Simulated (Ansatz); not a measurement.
Start from AlAs in the wurtzite structure (space group P6_3mc, No. 186; a = 4.0033 Å, c = 6.5805 Å; a model cell, its experimental status unchecked).

Computed with PBEsol (Ansatz, an electronic-structure program), no spin-orbit coupling, earlier PAW set.

For the base:

The density is 3.71 g/cm³ and the gap character is indirect, Γ → L–M (20 % along).

Modification: N takes the place of As on all its sites, then cell and atoms are relaxed.

### Question
How does this affect the density?

### Answer
The density drops by 0.452 g/cm³ to 3.25 g/cm³.

### Question
How does this affect the gap character?

### Answer
The gap character changes from indirect, Γ → L–M (20 % along) to direct at Γ.

Whether these cells are dynamically stable was not tested. This is not the structure that AlAs has at room temperature and ambient pressure.
